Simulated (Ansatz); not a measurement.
This concerns the energy of the reaction as written. Reaction: 24 cell B → cell A. The sign is products less reactants.

Cell A: a sheet of composition Au24, 24 atoms, hexagonal cell of 13.66 Å (161.7 Å²), symmetry P6/mmm within 0.02 Å, 0.0 Å thick under 16 Å of vacuum, in-plane vectors relaxed; planes from bottom to top: Au24, all atoms in one plane; a model cell; spin state with PBE: run without spin, k-point mesh 4×4×1.
```xyz
24
Lattice="13.6636 0.0000 0.0000 -6.8318 11.8330 0.0000 0.0000 0.0000 16.0000" Properties=species:S:1:pos:R:3 pbc="T T T"
Au    -0.0004    -0.0007     8.0000
Au    -1.3475     2.3775     8.0000
Au    -2.7335     4.7332     8.0000
Au    -4.0991     7.1043     8.0000
Au    -5.4616     9.4642     8.0000
Au     2.7327     0.0218     8.0000
Au     1.3895     2.4067     8.0000
Au     0.0463     4.7332     8.0000
Au    -1.3475     7.0889     8.0000
Au    -2.7366     9.4642     8.0000
Au     5.4658    -0.0007     8.0000
Au     4.0759     2.4067     8.0000
Au     1.3895     7.0597     8.0000
Au    -0.0004     9.4671     8.0000
Au     8.2020     0.0022     8.0000
Au     6.8129     2.3775     8.0000
Au     5.4191     4.7332     8.0000
Au     4.0759     7.0597     8.0000
Au     2.7327     9.4446     8.0000
Au    10.9270     0.0022     8.0000
Au     9.5645     2.3621     8.0000
Au     8.1990     4.7332     8.0000
Au     6.8129     7.0889     8.0000
Au     5.4658     9.4671     8.0000
```

Cell B: a sheet of composition Au, 1 atom, hexagonal cell of 2.74 Å (6.5 Å²), symmetry P6/mmm within 0.02 Å, 0.0 Å thick under 16 Å of vacuum, in-plane vectors relaxed; planes from bottom to top: Au; a model cell; spin state with PBE: run without spin, k-point mesh 30×30×1.
```yaml
crystal:
  lattice:
    - [2.74130, 0.00000, 0.00000]
    - [-1.37065, 2.37403, 0.00000]
    - [0.00000, 0.00000, 16.00000]
  atoms:
    - { symbol: Au, position: [0.00000, 0.00000, 0.50000] }
```

Computed with Ansatz (plane waves, PAW), its default PAW set, cutoff 420 eV, 500 eV for r2SCAN. The structures are at rest with PBE; other levels are single points on them. Neutral cells; Fermi-Dirac smearing of at most 0.10 eV in the solids, energies taken to zero width. The lattices are those relaxed with PBE, so at other levels the solids can be strained, which adds to the spread. Larger cells are relaxed on a coarser mesh till forces fall under 0.03 eV/Å, which some starts already meet. A dispersion term (D3(BJ), or D4 for r2SCAN) was computed beside these levels and is taken off wherever the name lacks it. Nuclei at rest; no vibrational terms. Cells are local rest points, mostly with their start's symmetry. Spin-orbit coupling is left out. The cells' k-point meshes differ in density, so the last digit is unsettled. Cell A has symmetry P6/mmm within 0.02 Å and got no random move, so less symmetric positions, which may lie lower, weren't tried. Cell B has symmetry P6/mmm within 0.02 Å and got no random move, so less symmetric positions, which may lie lower, weren't tried.

**Question.** Estimate the value that r2SCAN returns for this input.

**Answer.** 1.78 eV, for 24 cell B → cell A.

**Question.** How does the value move with the functional?

**Answer.** 
| Method | value (eV) | less r2SCAN |
|---|---|---|
| PBE | 1.57 | -0.21 |

The levels shown span 0.21 eV, from PBE (1.57) to r2SCAN (1.78).

Ansatz is a quantum-chemistry and plane-wave program.
